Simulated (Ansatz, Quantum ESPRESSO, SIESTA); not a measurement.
# One structure in several programs: MgAl3 (I4/mmm, 4 atoms in the cell)

Relaxation of cell and atoms.

```
CELL_PARAMETERS angstrom
     -2.04547     2.04547     4.12038
      2.04547    -2.04547     4.12038
      2.04547     2.04547    -4.12038
ATOMIC_POSITIONS crystal
  Mg 0.00000 0.00000 0.00000
  Al 0.50000 0.50000 0.00000
  Al 0.25000 0.75000 0.50000
  Al 0.75000 0.25000 0.50000
```

Shared settings, as Ansatz (a first-principles code) writes them: kpoints.mp_grid.grid = 8 8 8; scf.occupations.method = gaussian; scf.occupations.width = 0.1 eV. Potentials and cutoffs stand in the table.

```csv
code,model,final volume (Å³/atom),cutoff
Ansatz,"PBEsol, PAW files made with PBE",17.47,420 eV
SIESTA,"GGA PBEsol, numerical atomic orbitals DZP, PseudoDojo PBEsol standard norm-conserving potentials (rewritten from UPF to PSML)",17.60,grid 300 Ry
Quantum ESPRESSO,"PBEsol, GBRV 1.5 ultrasoft (PBESOL) pseudopotentials",17.45,40 Ry
```

The spread over the programs that give each value: final volume within 0.15 Å³/atom.

SIESTA uses small atom-centred bases, whose incompleteness enters pressures, forces and empty levels differently from a plane-wave cutoff. The programs treat the finite-basis stress differently while the cell relaxes: Ansatz adds an estimate of it.

The starting cell comes from a database of computed structures (which also holds hypothetical and non-ambient phases and stackings), without a prior relaxation at this level.

Keys are those of Ansatz 0.2.
